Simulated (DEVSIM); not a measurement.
## illuminated Si p-on-n cell, one wavelength

Device: illuminated Si p-on-n cell, one wavelength, at 300 K.

| layer (left to right) | material | thickness (μm) | Nd (cm⁻³) | Na (cm⁻³) | τn (s) | τp (s) | absorption coefficient (cm⁻¹) |
|---|---|---|---|---|---|---|---|
| 1 | Si | 0.190 | - | 6.1e17 | 7.8e-6 | 1.6e-5 | 160 |
| 2 | Si | 59.0 | 1.2e15 | - | 0.00021 | 6.3e-6 | 160 |

Left contact: ohmic, minority electron recombination velocity 500 cm/s. Right contact: ohmic, minority hole recombination velocity 2000 cm/s. Voltage is applied to the left contact. Recombination: SRH at mid-gap, radiative, Auger. Light enters at the left, 8.5e16 photons cm⁻² s⁻¹, one pass, no reflection. Mobility is constant in doping.

This is a model device: material constants are rounded textbook-type values typed into the input, and sizes, dopings and lifetimes were drawn at random. Values at 300 K.

```csv
parameter,Si
gap (eV),1.124
affinity (eV),4.05
permittivity,11.7
Nc (cm⁻³),2.86e19
Nv (cm⁻³),3.1e19
μn (cm²/Vs),1417
μp (cm²/Vs),470
B (cm³/s),4.7e-15
Cn (cm⁶/s),2.8e-31
Cp (cm⁶/s),9.9e-32
```

Model (solved in DEVSIM): 1D drift-diffusion, Boltzmann statistics, complete ionisation; no tunnelling, impact ionisation, image-force lowering or self-heating.

| Quantity | Result |
|---|---|
| Potential step across the device at zero bias | 0.762 V |
| Largest field in the device at zero bias | 44000 V/cm |
| Dark forward voltage at 1 A/cm² | 0.661 V |
| Dark forward voltage at 100 A/cm² | 0.857 V |
| Short-circuit current | 6.26 mA/cm² |
| Open-circuit voltage | 0.506 V |
| Fill factor | 0.79 |
| Largest power | 2.52 mW/cm² |
| Share of generated pairs collected at short circuit | 0.751 |

Dark forward current:

```csv
V (V),J (A/cm²)
0.05,4.5e-10
0.10,2.4e-9
0.15,1.2e-8
0.20,6.8e-8
0.25,4.2e-7
0.30,2.7e-6
0.35,1.8e-5
0.40,0.00013
0.45,0.00084
0.50,0.0053
0.60,0.16
0.65,0.75
0.70,2.9
0.75,9.8
0.80,30
0.85,87
0.90,250
0.95,660
1.00,1500
1.05,3000
```

Current under light (generator sign):

```csv
V (V),J (mA/cm²)
0.00,6.26
0.06,6.26
0.14,6.26
0.20,6.25
0.28,6.25
0.36,6.22
0.38,6.19
0.40,6.12
0.42,5.98
0.44,5.69
0.46,5.06
0.48,3.77
0.50,1.14
0.52,-4.08
```
